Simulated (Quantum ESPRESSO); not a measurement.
# How a calculation on SbRu (Pnma, 8 atoms in the cell) responds to its settings

```
CELL_PARAMETERS angstrom
      5.96080     0.00000     0.00000
      0.00000     3.70230     0.00000
      0.00000     0.00000     6.57970
ATOMIC_POSITIONS crystal
  Ru 0.00530 0.25000 0.20370
  Ru 0.49470 0.75000 0.70370
  Ru 0.50530 0.25000 0.29630
  Ru 0.99470 0.75000 0.79630
  Sb 0.19920 0.25000 0.58080
  Sb 0.30080 0.75000 0.08080
  Sb 0.69920 0.25000 0.91920
  Sb 0.80080 0.75000 0.41920
```

Base run A: LDA (PZ), PSlibrary PAW (LDA) pseudopotentials in Quantum ESPRESSO 7.5, self-consistent single point.

Its settings: ecutwfc = 60 Ry; ecutrho = 420 Ry; occupations = smearing; smearing = fd; degauss = 0.0073499 Ry; potentials = {Ru: Ru.pz-spn-kjpaw_psl.1.0.0.UPF, Sb: Sb.pz-n-kjpaw_psl.1.0.0.UPF}; K_POINTS = automatic 3 5 3 0 0 0; conv_thr = 1e-11 Ry.

The starting cell comes from a database of published, mostly measured structures (it also holds non-ambient and calculated ones), without a prior relaxation at this level. Spin polarisation is off. In the base run, with a pressure of about -4 GPa the cell is away from its equilibrium volume at this level. Without a gap this mesh is coarse (it stands for a supercell whose shortest vector is 18 Å).

ΔF is the free energy per atom less that of run A. 

Runs:
- B: smearing: fd → gauss; degauss: 0.0073499 Ry → 0.0036749 Ry
- C: smearing: fd → gauss
- D: degauss: 0.0073499 Ry → 0.02205 Ry
- E: smearing: fd → mp; degauss: 0.0073499 Ry → 0.0147 Ry
- F: smearing: fd → mp; degauss: 0.0073499 Ry → 0.02205 Ry
- G: smearing: fd → cold; degauss: 0.0073499 Ry → 0.0036749 Ry
- H: smearing: fd → cold; degauss: 0.0073499 Ry → 0.0147 Ry
- I: occupations: smearing → tetrahedra_opt; smearing: fd → default; degauss: 0.0073499 Ry → default

| run | ΔF (meV/atom) | pressure (GPa) | largest force (eV/Å) |
|---|---|---|---|
| A | 0.00 | -4.03 | 0.164 |
| B | 14.1 | -4.24 | 0.212 |
| C | 12.1 | -4.22 | 0.197 |
| D | -95.0 | -2.76 | 0.162 |
| E | 14.2 | -4.25 | 0.195 |
| F | 13.7 | -4.23 | 0.184 |
| G | 14.7 | -4.24 | 0.217 |
| H | 15.1 | -4.30 | 0.195 |
| I | 17.0 | -4.19 | 0.212 |

Run D against A: The free energy falls by 95.0 meV/atom, the pressure goes from -4.03 to -2.76 GPa and the largest force hardly changes (0.164 to 0.162 eV/Å).

Run H against A: The free energy rises by 15.1 meV/atom, the pressure goes from -4.03 to -4.30 GPa and the largest force goes from 0.164 to 0.195 eV/Å.

Run I against A: The free energy goes up by 17.0 meV/atom, the pressure goes from -4.03 to -4.19 GPa and the largest force goes from 0.164 to 0.212 eV/Å.
